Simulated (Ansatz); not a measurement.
# Response to strain in TiAl

The parent structure is TiAl (space group P4/mmm, No. 123; a = 2.813 Å, c = 4.062 Å; relaxed with 0.1 eV smearing). Axes: x, y, z lie along a, b, c of the conventional cell.

Strains are applied to the cell and any free atomic positions relax.

Calculations: Ansatz (a program for electronic structure), r2SCAN, PAW, cutoff 500 eV, without spin-orbit coupling.

Notes on the quantities. energy relative to the base: free energy F; pressure: mean of the normal stresses, compression positive.

```tsv
case	energy relative to the base	volume per atom	pressure
base	0 meV/atom	16.07 Å³	0.0 GPa
tensor shear ε_xz = +0.29 %	+0.2 meV/atom	16.07 Å³	0.0 GPa
tensor shear ε_xz = +1.14 %	+3.2 meV/atom	16.06 Å³	0.1 GPa
tensor shear ε_xz = +2.00 %	+9.9 meV/atom	16.06 Å³	0.2 GPa
tensor shear ε_xz = +1.71 %	+7.3 meV/atom	16.06 Å³	0.2 GPa
tensor shear ε_xz = +1.43 %	?	16.06 Å³	0.1 GPa
tensor shear ε_xz = +0.57 %	+0.8 meV/atom	16.07 Å³	0.0 GPa
tensor shear ε_xz = +0.86 %	+1.8 meV/atom	16.07 Å³	0.0 GPa
```

**Question.** Some entries are withheld; estimate them.

**Answer.** 
- tensor shear ε_xz = +1.43 %, energy relative to the base: +5.1 meV/atom

Stability against distortions was not tested. The final runs are not spin-polarised.
